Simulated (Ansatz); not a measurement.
Worked example: self-consistent single point of Sc2C (P4/nmm, 6 atoms in the cell) in Ansatz (a quantum-chemistry and plane-wave program).

Computed with LDA (PW92), default PAW files made with PBE (plane waves; Ansatz).

```yaml
crystal:
  lattice:
    - [4.66114, 0.00000, 0.00000]
    - [0.00000, 4.66114, 0.00000]
    - [0.00000, 0.00000, 7.11219]
  atoms:
    - { symbol: Sc, position: [0.00000, 0.00000, 0.00000] }
    - { symbol: Sc, position: [0.50000, 0.50000, 0.00000] }
    - { symbol: Sc, position: [0.50000, 0.00000, 0.27000] }
    - { symbol: Sc, position: [0.00000, 0.50000, 0.73000] }
    - { symbol: C, position: [0.50000, 0.00000, 0.70000] }
    - { symbol: C, position: [0.00000, 0.50000, 0.30000] }
```

Reference input (self-consistent single point, DFT, LDA (PW92), plane waves, default PAW files made with PBE): basis.ecutwfc = 420 eV; kpoints.mp_grid.grid = 5 5 3; hamiltonian.xc = lda; hamiltonian.pseudopotentials = {kind: paw} (the program's default PAW files); scf.occupations.method = fermi_dirac; scf.occupations.width = 0.05 eV. This run's input differs from it in these lines:

Ansatz 0.2 input:
```diff
@@ -13,3 +13,3 @@
 basis:
-  ecutwfc: 420.0 eV
+  ecutwfc: 295.0 eV
 kpoints:
```

The program printed (abridged):

```
SCF iter   1: F=—  HF=-8829.993793 eV  |F-HF|=—  |Δ(HF+E_count)|=         —  Δρ=1.18e-2  dr2=5.33e-1  ethr=1.77e-3  ⟨swp⟩=5.7  Hψ=1611  notcnv=0
all-band conjugate gradients solve this SCF's bands
preconditioner: auto → LDOS
SCF iter   2: F=—  HF=-8829.957358 eV  |F-HF|=—  |Δ(HF+E_count)|=   3.64e-2  Δρ=7.50e-3  dr2=8.47e-2  ethr=1.02e-3  ⟨swp⟩=2.0  Hψ=664  notcnv=0
   [... lines left out ...]
SCF iter   6: F=—  HF=-8829.939489 eV  |F-HF|=—  |Δ(HF+E_count)|=   5.72e-6  Δρ=5.79e-5  dr2=8.95e-6  ethr=1.48e-7  ⟨swp⟩=2.0  Hψ=472  notcnv=0
SCF iter   7: F=—  HF=-8829.939488 eV  |F-HF|=—  |Δ(HF+E_count)|=   7.62e-7  Δρ=2.44e-5  dr2=3.12e-6  ethr=1.72e-8  ⟨swp⟩=2.0  Hψ=480  notcnv=0
SCF iter   8: F=—  HF=-8829.939488 eV  |F-HF|=—  |Δ(HF+E_count)|=   1.25e-8  Δρ=7.59e-6  dr2=3.72e-7  ethr=6.00e-9  ⟨swp⟩=1.9  Hψ=435  notcnv=0
SCF iter   9: F=-8829.939488 eV  HF=-8829.939488 eV  |F-HF|=8.48e-9  |Δ(HF+E_count)|=   8.16e-9  Δρ=2.14e-6  dr2=1.35e-8  ethr=1.92e-10  ⟨swp⟩=4.2  Hψ=1206  notcnv=0
SCF 1 converged in 9 iterations: F = -8829.939488 eV  dr2 = 1.35e-8
Free energy (F): -8829.939488 eV
Internal energy: -8829.842076 eV  (E = F + TS)
E sigma→0 (E₀):  -8829.890782 eV
Entropy (-TS):   -0.097412 eV (-16.235 meV/atom)
Fermi energy:    5.399574 eV
--- Forces (eV/Å), atoms counted from 1 ---
  atom   1  Sc     0.00000000     0.00000000    -0.00000000
  atom   2  Sc     0.00000000     0.00000000     0.00000000
  atom   3  Sc     0.00000000     0.00000000     3.48394231
  atom   4  Sc     0.00000000     0.00000000    -3.48394231
  atom   5  C      0.00000000     0.00000000     1.67313986
  atom   6  C      0.00000000     0.00000000    -1.67313986
--- Stress (GPa, compression-positive) ---
      -16.667056       0.000000       0.000000
        0.000000     -16.667056       0.000000
        0.000000       0.000000     -11.779055
  P = ⅓ Tr σ = -15.0377 GPa (-150.377 kbar)
  The stress holds the Pulay correction. Without it, at fixed plane waves, as pw.x and ABINIT print it: P = -18.3416 GPa
```

The run converged in 9 iterations. Against the reference run the free energy goes up by 78.0 meV/atom, the pressure moves little (-15.00 to -15.04 GPa) and the largest force goes from 3.502 to 3.484 eV/Å.

The starting cell was generated: these elements placed on a structure prototype, without a prior relaxation; it need not be a known phase or ordering of this composition. Its lattice was rescaled by a random factor within 2.5 % of one. Forces in this geometry exceed 1 eV/Å. Ansatz's pressure includes its estimate of the finite-basis (Pulay) stress. Without the estimate this run gives -18.34 GPa. The cutoff lies below the one recommended for these files.
